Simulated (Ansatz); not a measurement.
An Ansatz (a first-principles code) run: TiO2 with a change (isotropic strain −0.60 %); PBE in Ansatz (plane waves to 420 eV, PAW, no spin-orbit coupling).

Input:

Ansatz 0.2 input:
```yaml
crystal:
  lattice:
    - [-1.8880112734, 1.8880112734, 4.8212498921]
    - [1.8880112734, -1.8880112734, 4.8212498921]
    - [1.8880112734, 1.8880112734, -4.8212498921]
  atoms:
    - { symbol: Ti, position: [0.75, 0.25, 0.5] }
    - { symbol: Ti, position: [0, 0, 0] }
    - { symbol: O, position: [0.5435452411, 0.0435452411, 0.5] }
    - { symbol: O, position: [0.7935452411, 0.7935452411, 0] }
    - { symbol: O, position: [0.2064547589, 0.2064547589, 0] }
    - { symbol: O, position: [0.9564547589, 0.4564547589, 0.5] }
basis: { ecutwfc: 420, ecutrho_ratio: 4, xc_grid: 2, fft_grid_basis: typed }
kpoints: { mp_grid: { grid: [12, 12, 12] } }
hamiltonian:
  xc: pbe
  dispersion: none
  pseudopotentials: { kind: paw }
scf: { occupations: { method: fermi_dirac, width: 0.05 }, convergence: { dr2_threshold: 0.0000000006 } }
relax: { f_tol: 0.005, max_steps: 50 }
output: { forces: true, stress: true }
checkpoint: { write: state.ck, write_every: 1000 }
```

Output (explanatory and most iteration lines left out):

```
Relaxation: its limit of steps is 50 (relax.max_steps)
Pseudopotential: Ti, paw, valence charge 12
Pseudopotential: O, paw, valence charge 6
Crystal: 6 atoms, lattice volume = 68.743 Å³
Basis set: ecut = 420 eV, 1333 PW (Γ), exchange–correlation on 80×80×80 points (8 copies of the dense FFT grid, shifted against one another)
Bands: 30, of which v1, the nominal top of the filled ones, is band 24 counted from 1 (23 counted from 0)
Symmetry: 16 space group operations
Space group: I41/amd (ITA 141), of the structure as read, at distance tolerance 4.1e-5 Å
k-points: 163 of 1728
Functional: x = pbe(κ = 0.804, μ = 0.2195149727645171), c = pbe(β = 0.06672455060314922)
SCF iter   1: F=—  HF=-7277.483262 eV  |F-HF|=—  |Δ(HF+E_count)|=         —  Δρ=3.42e-3  dr2=2.66e-3  ethr=1.77e-3  ⟨swp⟩=4.6  Hψ=19956  notcnv=0
SCF iter   2: F=—  HF=-7277.484525 eV  |F-HF|=—  |Δ(HF+E_count)|=   1.26e-3  Δρ=1.84e-3  dr2=7.52e-4  ethr=5.55e-6  ⟨swp⟩=2.1  Hψ=8298  notcnv=0  defer=40
SCF 1 converged in 8 iterations: F = -7277.485144 eV  dr2 = 1.62e-10
relax step   1: F+E_penalty+E_count = -7277.48514387 eV  Δ(F+E_penalty+E_count) = +0.000e0 eV  max|allowed force component| = 9.730e-2 eV/Å  Δτ_max = 0.0000 Å  (8 SCF iters, accepted)
Crystal: 6 atoms, lattice volume = 68.743 Å³
SCF iter   1: F=—  HF=-7277.486142 eV  |F-HF|=—  |Δ(HF+E_count)|=         —  Δρ=3.49e-4  dr2=7.46e-5  ethr=1.49e-7  ⟨swp⟩=2.0  Hψ=14857  notcnv=0  defer=202
SCF iter   2: F=—  HF=-7277.486034 eV  |F-HF|=—  |Δ(HF+E_count)|=   1.08e-4  Δρ=1.93e-4  dr2=2.66e-5  ethr=1.49e-7  ⟨swp⟩=2.0  Hψ=7237  notcnv=0  defer=204
SCF 2 converged in 7 iterations: F = -7277.486023 eV  dr2 = 1.00e-10
relax step   2: F+E_penalty+E_count = -7277.48602253 eV  Δ(F+E_penalty+E_count) = -8.787e-4 eV  max|allowed force component| = 5.258e-2 eV/Å  Δτ_max = 0.0029 Å  (7 SCF iters, accepted)
Crystal: 6 atoms, lattice volume = 68.743 Å³
SCF iter   1: F=—  HF=-7277.486514 eV  |F-HF|=—  |Δ(HF+E_count)|=         —  Δρ=4.10e-4  dr2=1.02e-4  ethr=2.17e-6  ⟨swp⟩=2.0  Hψ=9965  notcnv=0  defer=256
SCF iter   2: F=—  HF=-7277.486492 eV  |F-HF|=—  |Δ(HF+E_count)|=   2.19e-5  Δρ=2.29e-4  dr2=3.78e-5  ethr=2.14e-7  ⟨swp⟩=1.0  Hψ=6194  notcnv=0  defer=256
SCF 3 converged in 7 iterations: F = -7277.486390 eV  dr2 = 2.35e-10
relax step   3: F+E_penalty+E_count = -7277.48639014 eV  Δ(F+E_penalty+E_count) = -3.676e-4 eV  max|allowed force component| = 6.557e-4 eV/Å  Δτ_max = 0.0035 Å  (7 SCF iters, accepted)
SCF converged after 7 iterations
Free energy (F): -7277.486390 eV
Internal energy: -7277.486390 eV  (E = F + TS)
E sigma→0 (E₀):  -7277.486390 eV
Fermi energy:    8.349623 eV
--- Forces (eV/Å), atoms counted from 1 ---
  atom   1  Ti    -0.00000000     0.00000000     0.00000000
  atom   2  Ti     0.00000000     0.00000000     0.00000000
  atom   3  O      0.00000000     0.00000000    -0.00065575
  atom   4  O      0.00000000     0.00000000    -0.00065575
  atom   5  O      0.00000000    -0.00000000     0.00065575
  atom   6  O      0.00000000     0.00000000     0.00065575
--- Stress (GPa, compression-positive) ---
        3.842157      -0.000000       0.000000
       -0.000000       3.842157      -0.000000
        0.000000      -0.000000       2.936688
  P = ⅓ Tr σ = 3.5403 GPa (35.403 kbar)
--- Relaxed structure (3 steps of the walk, 3 accepted, 0 SCFs on fresh bases) ---
  atoms:
    - { symbol: Ti, position: [0.75, 0.25, 0.5] }
    - { symbol: Ti, position: [7.49599652061219e-21, 7.495996520612191e-21, 8.600316919780597e-36] }
    - { symbol: O, position: [0.5428819378157158, 0.042881937815715775, 0.49999999999999994] }
    - { symbol: O, position: [0.7928819378157159, 0.7928819378157159, 1.6968192841729287e-35] }
    - { symbol: O, position: [0.20711806218428425, 0.20711806218428425, -2.2878835358026381e-35] }
    - { symbol: O, position: [0.9571180621842843, 0.4571180621842843, 0.5] }
```

No phonon test of stability was made. All final runs are without spin polarisation. The cell was made from TiO₂ in the anatase structure (space group I4_1/amd, No. 141) by this change: isotropic strain −0.60 %.
